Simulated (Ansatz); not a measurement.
The structure below was relaxed with Ansatz (an electronic-structure program) PBEsol, no spin-orbit coupling, at pressure −2 GPa.

Space group F-43m (No. 216); a = b = c = 5.404 Å, α = β = γ = 90.00°

| atom | site | symmetry | x | y | z |
|---|---|---|---|---|---|
| S | 4c | -43m | 0.2500 | 0.2500 | 0.2500 |
| Zn | 4a | -43m | 0.0000 | 0.0000 | 0.0000 |

Problem. Write out a cell with all atoms.

Solution. 
```cif
data_S4Zn4
_chemical_formula_sum 'S4 Zn4'
_space_group_name_H-M_alt 'P 1'
_space_group_IT_number 1
_cell_length_a 5.40441
_cell_length_b 5.40441
_cell_length_c 5.40441
_cell_angle_alpha 90.000
_cell_angle_beta 90.000
_cell_angle_gamma 90.000
loop_
_space_group_symop_operation_xyz
  'x, y, z'
loop_
_atom_site_label
_atom_site_type_symbol
_atom_site_fract_x
_atom_site_fract_y
_atom_site_fract_z
_atom_site_occupancy
S1 S 0.25000 0.25000 0.25000 1
Zn1 Zn 0.00000 0.00000 0.00000 1
S2 S 0.25000 0.75000 0.75000 1
Zn2 Zn 0.00000 0.50000 0.50000 1
S3 S 0.75000 0.25000 0.75000 1
Zn3 Zn 0.50000 0.00000 0.50000 1
S4 S 0.75000 0.75000 0.25000 1
Zn4 Zn 0.50000 0.50000 0.00000 1
```
This is the conventional cell.

Load acts through the strain it causes; cell and atoms are relaxed under it. Whether these cells are dynamically stable was not tested. The cell was made from ZnS in the zinc blende structure (space group F-43m, No. 216) by this change: pressure −2 GPa.
